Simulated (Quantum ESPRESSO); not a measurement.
## Quick settings and what they miss: CoGe (C2/m, 8 atoms in the cell)

Self-consistent single point.

```xyz
8
Lattice="5.7548 -1.8366 0.0000 5.7548 1.8366 0.0000 -0.7957 0.0000 4.7572" Properties=species:S:1:pos:R:3 pbc="T T T"
Co     0.0000     0.0000     0.0000
Co    -0.3979     0.0000     2.3786
Co     8.7221     0.0000     3.2090
Co     1.9917     0.0000     1.5482
Ge     9.2511     0.0000     0.8644
Ge     1.4628     0.0000     3.8928
Ge     6.3339     0.0000     1.3435
Ge     4.3800     0.0000     3.4137
```

Method of the run: LDA (PZ), PSlibrary ultrasoft (LDA) pseudopotentials (plane waves; Quantum ESPRESSO).

Base settings: ecutwfc = 55 Ry; ecutrho = 330 Ry; occupations = smearing; smearing = gauss; degauss = 0.0073499 Ry; potentials = {Co: Co.pz-n-rrkjus_psl.1.0.0.UPF, Ge: Ge.pz-n-rrkjus_psl.1.0.0.UPF}; K_POINTS = automatic 5 5 4 0 0 0; conv_thr = 1e-10 Ry.

Tight run (finer mesh or higher cutoff; not a proven limit): ecutwfc: 55 Ry → 77 Ry; ecutrho: 330 Ry → 462 Ry; conv_thr: 1e-10 Ry → 7.3e-11 Ry; K_POINTS: automatic 5 5 4 0 0 0 → automatic 7 7 6 0 0 0. It gave Fermi level (on the code's own zero) 11.74 eV; pressure 1.32 GPa; largest force (vector length) 0.187 eV/Å.

Quick runs, as changes from the base:
- A: the base itself
- B: ecutwfc: 55 Ry → 28 Ry; ecutrho: 330 Ry → 168 Ry; degauss: 0.0073499 Ry → 0.019992 Ry; conv_thr: 1e-10 Ry → 7.3e-06 Ry; K_POINTS: automatic 5 5 4 0 0 0 → automatic 4 4 4 0 0 0
- C: ecutwfc: 55 Ry → 30 Ry; ecutrho: 330 Ry → 180 Ry; degauss: 0.0073499 Ry → 0.019992 Ry; pseudopotentials: {Co: Co.pz-n-rrkjus_psl.1.0.0.UPF, Ge: Ge.pz-n-rrkjus_psl.1.0.0.UPF} → {Co: Co.pbe-n-rrkjus_psl.1.0.0.UPF, Ge: Ge.pbe-n-rrkjus_psl.1.0.0.UPF}; K_POINTS: automatic 5 5 4 0 0 0 → automatic 3 3 3 0 0 0; input_dft: default → pbesol [PBEsol]
- D: ecutwfc: 55 Ry → 40 Ry; ecutrho: 330 Ry → 240 Ry; smearing: gauss → cold; degauss: 0.0073499 Ry → 0.019992 Ry; pseudopotentials: {Co: Co.pz-n-rrkjus_psl.1.0.0.UPF, Ge: Ge.pz-n-rrkjus_psl.1.0.0.UPF} → {Co: Co.pbe-n-rrkjus_psl.1.0.0.UPF, Ge: Ge.pbe-n-rrkjus_psl.1.0.0.UPF}; K_POINTS: automatic 5 5 4 0 0 0 → automatic 2 2 2 0 0 0; input_dft: default → pbesol [PBEsol]
- E: ecutwfc: 55 Ry → 33 Ry; ecutrho: 330 Ry → 198 Ry; smearing: gauss → fd; degauss: 0.0073499 Ry → 0.0147 Ry; K_POINTS: automatic 5 5 4 0 0 0 → automatic 1 1 1 0 0 0

Energies are extrapolated to zero smearing width, which holds to low order in the width alone (under cold and Methfessel-Paxton smearing the free energy itself is taken).

Dashes: pressure of B, not trusted under this conv_thr with d or f elements; time of B, C, E, under 30 s; energy of C, D, another energy zero.

† marks runs with another functional, U, potentials or spin treatment: their distance from the tight run is not a convergence error alone.

The count of work is k-points × plane waves × bands × iterations; it is no time. Core times come from one kind of shared machine and are given to one figure; runs under 30 s give none.

The starting cell comes from a database of computed structures (which also holds hypothetical and non-ambient phases and stackings), without a prior relaxation at this level. Its lattice was rescaled by a random factor within 2.5 % of one. Spin polarisation is off. Without a gap this mesh is coarse (it stands for a supercell whose shortest vector is 18 Å).

| run | energy less tight (meV/atom) | pressure less tight (GPa) | largest miss in a force vector (eV/Å) | count of work / tight | core time / tight (rough) |
|---|---|---|---|---|---|
| A | 7.8 | -0.12 | 0.235 | 0.24 | 0.2 |
| B | 171.6 | – | 0.081 | 0.039 | – |
| C† | – | -0.51 | 0.233 | 0.028 | – |
| D† | – | 3.88 | 0.580 | 0.030 | 0.04 |
| E | 582.0 | 3.65 | 2.101 | 0.0036 | – |

Among the runs at the tight run's level, the energy misses run from 7.8 to 582.0 meV/atom.

Left out of this page: 1 run of the series outside the window shown, repeating another row's setting, or not comparable.
